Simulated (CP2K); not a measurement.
Band structure of Zr2Al (I4/mcm, 6 atoms in the cell).

```
CELL_PARAMETERS angstrom
      5.50520     0.00000     0.00000
     -2.91018     4.67313     0.00000
     -1.29751    -2.33656     4.81292
ATOMIC_POSITIONS crystal
  Zr 0.34860 0.15140 0.50000
  Zr 0.65140 0.84860 0.50000
  Zr 0.15140 0.65140 0.80280
  Zr 0.84860 0.34860 0.19720
  Al 0.25000 0.25000 0.00000
  Al 0.75000 0.75000 0.00000
```

Method: PBEsol, GPW, DZVP-MOLOPT-SR-GTH basis, GTH-PBE potentials (GTH_POTENTIALS) run with CP2K 2026.2.

Settings: CUTOFF = 500 Ry; REL_CUTOFF = 50 Ry; SMEAR/METHOD = GAUSSIAN; SIGMA = 0.1 eV; KPOINTS/SCHEME = MONKHORST-PACK 5 5 5; XC_FUNCTIONAL = PBE:PBESOL; Zr/BASIS_SET = DZVP-MOLOPT-SR-GTH-q12; Zr/POTENTIAL = GTH-PBE-q12; Al/BASIS_SET = DZVP-MOLOPT-SR-GTH-q3; Al/POTENTIAL = GTH-PBE-q3; METHOD = GPW; EPS_DEFAULT = 1e-10; EXTRAPOLATION = USE_GUESS; NGRIDS = 5.

The starting cell comes from a database of computed structures (which also holds hypothetical and non-ambient phases and stackings), without a prior relaxation at this level. Its lattice was rescaled by a random factor within 2.5 % of one. Values carry the incompleteness of an atom-centred basis. The potentials were made for another functional than the one used.

Levels in eV from the Fermi level, bands 24 to 29:
```json
[
 {"point": "Γ", "24": "-0.88", "25": "-0.84", "26": "-0.44", "27": "-0.30", "28": "-0.30", "29": "1.54"},
 {"point": "X", "24": "-0.96", "25": "-0.87", "26": "-0.73", "27": "0.16", "28": "0.25", "29": "1.32"},
 {"point": "M", "24": "-0.79", "25": "-0.35", "26": "-0.22", "27": "0.06", "28": "0.40", "29": "0.80"},
 {"point": "Z", "24": "-0.71", "25": "-0.32", "26": "-0.20", "27": "0.00", "28": "0.92", "29": "0.92"},
 {"point": "P", "24": "-0.60", "25": "-0.41", "26": "-0.41", "27": "-0.25", "28": "-0.25", "29": "0.58"},
 {"point": "N", "24": "-0.48", "25": "-0.32", "26": "-0.32", "27": "0.19", "28": "0.19", "29": "0.64"},
 {"point": "Z1", "24": "-0.71", "25": "-0.32", "26": "-0.20", "27": "0.00", "28": "0.92", "29": "0.92"}
]
```

Bands cross the Fermi level along this path, so the cell is metallic at this level.

Higher empty bands are left out: an atom-centred basis made for the valence describes them poorly.
